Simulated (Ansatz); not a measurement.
The parent structure is GaN in the zinc blende structure (space group F-43m, No. 216).

```xyz
2
Lattice="0.0000 2.2491 2.2491 2.2491 0.0000 2.2491 2.2491 2.2491 0.0000" Properties=species:S:1:pos:R:3 pbc="T T T"
N      3.3737     3.3737     3.3737
Ga     0.0000     0.0000     0.0000
```

Cartesian axes are those of the cell as printed.

All numbers come from Ansatz (an electronic-structure program) PBEsol, no SOC, earlier PAW set.

Free-standing slabs (2 atom(s) a layer) normal to [110] with 15 Å of vacuum; in-plane cell held at bulk.

One change was made to it. Results:

```tsv
quantity	base	after
band gap	1.70 eV	1.29 eV
smallest direct gap	1.70 eV	1.74 eV
gap character	–	indirect, Z → Γ
```

Q: Name the change that was made.
A. 1 layer
B. 3 layers
C. 6 layers

A: B, 3 layers. For comparison, the band gap in the other runs: 1 layer gives 1.62 eV; 6 layers gives 1.59 eV.

Whether these cells are dynamically stable was not tested. This is not the structure that GaN has at room temperature and ambient pressure. Labels are those of the standard path for the cell's own space group.
